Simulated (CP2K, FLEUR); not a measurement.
A FLEUR input for a self-consistent single point of Bi (R-3m, 2 atoms in the cell) (DFT, PBE, all-electron FLAPW (FLEUR), scalar-relativistic valence):

Input of the input generator:

```
Bi crystal
&input film=f /
7.7148128906 -4.2131443005 -0.0000002728
7.7148128906 4.2131443005 -0.0000002728
5.4139686239 0.0000000000 6.9251618445
1.0
1.0 1.0 1.0

2
83 0.2340000000 0.2340000000 0.2340000000
83 0.7660000000 0.7660000000 0.7660000000

&comp jspins=1 /
&kpt div1=6 div2=6 div3=6 gamma=t /
&end /
```

```xml
<?xml version="1.0" encoding="UTF-8" standalone="no"?>
<fleurInput fleurInputVersion="0.39">
   <comment>
      Bi crystal                                                                                          
   </comment>
   <calculationSetup>
      <cutoffs Kmax="3.8" Gmax="15.2" GmaxXC="15.2" numbands="0"/>
      <scfLoop itmax="60" minDistance="0.00001" maxIterBroyd="15" imix="Anderson" alpha="0.05" precondParam="0.0" spinf="2.0"/>
      <coreElectrons ctail="T" frcor="F" kcrel="0" coretail_lmax="0"/>
      <xcFunctional name="pbe" relativisticCorrections="F"/>
      <magnetism jspins="1"/>
      <soc l_soc="F" theta="0.0" phi="0.0" spav="F"/>
      <expertModes spex="0" secvar="F"/>
      <geometryOptimization l_f="T" forcealpha="1.0" forcemix="BFGS" epsdisp="0.00001" epsforce="0.00001"/>
      <ldaU l_linMix="F" mixParam="0.05" spinf="1.0"/>
   </calculationSetup>
   <cell>
      <bzIntegration valenceElectrons="30.0" mode="hist" fermiSmearingEnergy="0.00367493">
         <kPointListSelection listName="default-1"/>
         <!-- k-points included here -->
         <xi:include xmlns:xi="http://www.w3.org/2001/XInclude" href="kpts.xml"> </xi:include>
      </bzIntegration>
      <!-- symmetry operations included here -->
      <xi:include xmlns:xi="http://www.w3.org/2001/XInclude" href="sym.xml"> </xi:include>
      <bulkLattice scale="1.0">
         <bravaisMatrix>
            <row-1>    7.7148128906000002    -4.2131443004999998    -0.0000002728000000</row-1>
            <row-2>    7.7148128906000002     4.2131443004999998    -0.0000002728000000</row-2>
            <row-3>    5.4139686238999998     0.0000000000000000     6.9251618444999998</row-3>
         </bravaisMatrix>
      </bulkLattice>
   </cell>
   <atomSpecies>
      <species name="Bismuth (Bi)" element="Bi" atomicNumber="83">
         <mtSphere radius="2.63" gridPoints="925" logIncrement="0.015"/>
         <atomicCutoffs lmax="10" lnonsphr="8"/>
         <electronConfig flipSpins="F">
            <coreConfig>(1s1/2) (2s1/2) (2p1/2) (2p3/2) (3s1/2) (3p1/2) (3p3/2) (4s1/2) (3d3/2) (3d5/2) (4p1/2) (4p3/2) (5s1/2) (4d3/2) (4d5/2) (5p1/2) (5p3/2) (4f5/2) (4f7/2)</coreConfig>
            <valenceConfig>(6s1/2) (5d3/2) (5d5/2) (6p1/2) (6p3/2)</valenceConfig>
            <stateOccupation state="(6p1/2)" spinUp="0.5" spinDown="0.5"/>
            <stateOccupation state="(6p3/2)" spinUp="1.0" spinDown="1.0"/>
         </electronConfig>
         <energyParameters s="6" p="6" d="6" f="5"/>
         <lo type="SCLO" l="2" n="5" eDeriv="0"/>
      </species>
   </atomSpecies>
   <atomGroups>
      <atomGroup species="Bismuth (Bi)">
         <relPos label="                   1">.2340000000 .2340000000 .2340000000</relPos>
         <relPos label="                   2">-.2340000000 -.2340000000 -.2340000000</relPos>
         <force calculate="T" relaxXYZ="TTT"/>
      </atomGroup>
   </atomGroups>
   <output dos="F" band="F" slice="F">
      <checks vchk="F" cdinf="F"/>
      <bandDOS minEnergy="-.5*Htr" maxEnergy="0.5*Htr" sigma="0.015" storeEVData="T"/>
      <vacuumDOS vacdos="F" integ="F" star="F" nstars="0" locx1="0.0" locy1="0.0" locx2="0.0" locy2="0.0" nstm="0" tworkf="0.0"/>
      <unfoldingBand unfoldBand="F" supercellX="1" supercellY="1" supercellZ="1"/>
      <plotting iplot="0" polar="F">
         <plot TwoD="T" vec1="  1.0  0.0  0.0" vec2="  0.0  1.0  0.0" vec3="  0.0  0.0  1.0" zero="  0.0  0.0  0.0" file="plot"/>
      </plotting>
      <chargeDensitySlicing numkpt="0" minEigenval="0.0" maxEigenval="0.0" nnne="0" pallst="F"/>
      <specialOutput eonly="F"/>
      <magneticCircularDichroism mcd="F" energyLo="-10.0" energyUp="0.0"/>
   </output>
  <!-- We include the file relax.xml here to enable relaxations (see documentation) -->
  <xi:include xmlns:xi="http://www.w3.org/2001/XInclude" href="relax.xml"> <xi:fallback/> </xi:include>
</fleurInput>
```

Write the same calculation as an input for CP2K.

This is the input that was run; spellings and numerical settings could be chosen otherwise.

```
&GLOBAL
  PROJECT run
  RUN_TYPE ENERGY_FORCE
  PRINT_LEVEL LOW
&END GLOBAL
&FORCE_EVAL
  METHOD Quickstep
  STRESS_TENSOR ANALYTICAL
  &DFT
    BASIS_SET_FILE_NAME BASIS_MOLOPT
    POTENTIAL_FILE_NAME GTH_POTENTIALS
    &QS
      METHOD GPW
      EPS_DEFAULT 1E-10
    &END QS
    &MGRID
      CUTOFF 400
      REL_CUTOFF 50
      NGRIDS 4
    &END MGRID
    &SCF
      SCF_GUESS ATOMIC
      EPS_SCF 1E-6
      MAX_SCF 100
      ADDED_MOS 4
      &DIAGONALIZATION
        ALGORITHM STANDARD
      &END DIAGONALIZATION
      &MIXING
        METHOD BROYDEN_MIXING
        ALPHA 0.2
        NBUFFER 10
        BETA 1
      &END MIXING
      &SMEAR ON
        METHOD FERMI_DIRAC
        ELECTRONIC_TEMPERATURE [K] 1160.45
      &END SMEAR
    &END SCF
    &KPOINTS
      SCHEME MONKHORST-PACK 6 6 6
      GAMMA_CENTERED T
    &END KPOINTS
    &XC
      &XC_FUNCTIONAL PBE
      &END XC_FUNCTIONAL
    &END XC
    &PRINT
      &MO
        EIGENVALUES T
        OCCUPATION_NUMBERS T
        NDIGITS 8
        FILENAME mo
        &EACH
          QS_SCF 0
        &END EACH
        ADD_LAST NUMERIC
      &END MO
      &MULLIKEN OFF
      &END MULLIKEN
    &END PRINT
  &END DFT
  &SUBSYS
    &CELL
      A 4.65161300 0.00000000 0.00000000
      B 2.51443100 3.91345600 0.00000000
      C 2.51443200 1.37315900 3.66463800
      PERIODIC XYZ
    &END CELL
    &COORD
      Bi       2.26523138     1.23706791     0.85752529
      Bi       7.41524462     4.04954709     2.80711271
    &END COORD
    &KIND Bi
      BASIS_SET DZVP-MOLOPT-SR-GTH-q5
      POTENTIAL GTH-PBE-q5
    &END KIND
  &END SUBSYS
  &PRINT
    &FORCES ON
    &END FORCES
    &STRESS_TENSOR ON
    &END STRESS_TENSOR
  &END PRINT
&END FORCE_EVAL
```

Basis, cutoffs, solver keys and any potentials are the target program's own. This input uses DFT PBE, GPW, DZVP-MOLOPT-SR-GTH basis, GTH-PBE potentials (GTH_POTENTIALS).

The starting cell has typed, rounded lattice constants, without a prior relaxation at this level. For this run, on top of that: lattice scaled by 0.98.
